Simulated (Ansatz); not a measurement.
MoTe2: energy against volume

MoTe2 (2H layered, P6_3/mmc, 24.170 Å³/atom and stress up to 0.01 GPa in the relaxed cell, c along z) under hydrostatic pressure, with the cell free. PBE-D3(BJ) in Ansatz, a plane-wave DFT program (PAW, default set), 420 eV, 11×11×3 Γ-centred mesh, Fermi-Dirac smearing 0.05 eV; ions are relaxed, or left where forces stay under 0.02 eV/Å, within the symmetry of each cell.

Here V stands for volume and E for E less E0.

```
volume (Å³/atom)  E less E0 (meV/atom)  pressure (GPa)
----------------  --------------------  --------------
25.7404                          11.20           -2.00
24.7961                           2.06           -1.01
24.1698                           0.00            0.00
24.0119                           0.15            0.30
23.8172                           0.76            0.70
23.4684                           3.15            1.51
22.9152                              ?               ?
```

Taking the third-order Birch-Murnaghan form, a cubic in V^(-2/3) for E over the 6 complete rows: With u = V^(-2/3) - 0.1191, the rows have u = -0.0043930, -0.0014990, 0.0005239, 0.0010478, 0.0017016, 0.0028957. Least squares gives E = 0.148 - 544.3·u + 507489·u² + 13355886·u³. Residuals (row less fit): -0.001, 0.001, -0.004, 0.000, 0.003, -0.001; standard error 0.004 (degrees of freedom: 2). Its minimum lies at u = 0.0005254, so V0 = (0.1196254)^(-3/2) = 24.17. There d²E/du² = 1057000 and d³E/du³ = 8.014e7, so B0 = (4/9) × 24.17^(-7/3) × 1057000 × 0.160218 = 44.6 GPa (the last factor turns the table's units into GPa), and B0' = 4 + (2/3) × 0.1196254 × (8.014e7)/1057000 = 10.0. B0' rests on the cubic coefficient alone and has a standard error of 0.1 from these residuals.

Problem. Predict the withheld E at V = 22.9152 from the fit, and compare with the calculation.

Solution. u = 0.0048512, so E = 0.148 - 544.3 × 0.0048512 + 507489 × 0.0048512² + 13355886 × 0.0048512³ = 10.976 meV/atom. The calculation gives 10.85 meV/atom, 0.126 meV/atom below the prediction (1.1 % of the range of E in the table). The row lies outside the fitted rows, so this is an extrapolation. The scatter of the fitted rows lies at the last printed digit.

Spin-orbit coupling is left out, which can shift these values for the heavy elements here. Other structures, which can take over under pressure, weren't tried. The same form fitted to the pressure column gives B0' = 10.2; series where the two differ by over 0.4 aren't shown. Rows are the converged runs of the series near zero and its far end, less any whose ions stayed unrelaxed beside relaxed ones; series whose fitted rows scatter by over a few per cent of the range, as at a crossing or softening among them, aren't shown in this form.
